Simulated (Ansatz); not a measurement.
**ZnS: band gap against strain**

ZnS (wurtzite, P6_3mc, 19.226 Å³/atom at rest, c along z) under an equal strain ε along all three axes. PBEsol in Ansatz, a plane-wave DFT program (PAW, default set), 420 eV, 10×10×6 Γ-centred mesh, Fermi-Dirac smearing 0.05 eV; ions are relaxed within the symmetry of each cell. Gaps are the smallest over the k-mesh and a band path, without spin-orbit coupling; in all rows the valence edge lies at Γ and the conduction edge at Γ.

Here s stands for strain and Eg for gap.

| strain (%) | gap (eV) |
|---|---|
| -3.00 | ? |
| -1.80 | 2.400 |
| -1.20 | 2.317 |
| -0.60 | 2.235 |
| 0.00 | 2.155 |

Using a straight line, estimate the missing Eg at s = -3.00 from the other rows, showing the fit.

Means: s -0.90000, Eg 2.2767. About the means, the sum of products is -0.24510 and the sum of squares of s is 1.8000; the slope is their ratio. Least squares gives Eg = 2.1542 - 0.13617·s. Residuals (row less fit): 0.0007, -0.0006, -0.0009, 0.0008; standard error 0.0011 (degrees of freedom: 2). Over these rows the gap moves by -14 ± 0.08 eV per unit strain, or -4.5 eV per unit of ln V. At the withheld row, Eg = 2.1542 - 0.13617 × (-3.0) = 2.5627 eV. The calculation gives 2.569 eV, 0.0063 eV above the prediction (1.5 % of the range of Eg in the table). The row lies outside the fitted rows, so this is an extrapolation. From the scatter of the fitted rows alone, a prediction at this place has a standard error of 0.0021 eV, so the miss is 3.0 times that.

One order more, fitted to all 6 runs of the series, follows each within 0.001, so the miss is the next term of a smooth law. Other structures, which can take over under pressure, weren't tried. ZnS is here the high-temperature form. Rows are the converged runs of the series near zero and its far end; series whose fitted rows scatter by over a few per cent of the range, as at a crossing or softening among them, aren't shown in this form. Most that stay on the fit to the last digits aren't either.
